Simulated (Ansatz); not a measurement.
Take TiO₂ in the anatase structure (space group I4_1/amd, No. 141; a = 3.799 Å, c = 9.701 Å) as the base. Axes: x, y, z lie along a, b, c of the conventional cell.

Computed with PBE (Ansatz, a quantum-chemistry and plane-wave program, PAW, no SOC).

Before the change:

The smallest direct gap is 2.43 eV.

It is then changed as follows: uniaxial strain ε_zz = −1.80 %, all other strain components held at zero, atoms relaxed at fixed cell.

**Question.** What happens to the smallest direct gap and stress?

**Answer.** The smallest direct gap stays 2.43 eV; the stress (xx, yy, zz, yz, xz, xy; compression positive) comes out as (2.61, 2.61, 3.48, 0.00, 0.00, 0.00) GPa.

No phonon test of stability was made. All final runs are without spin polarisation.
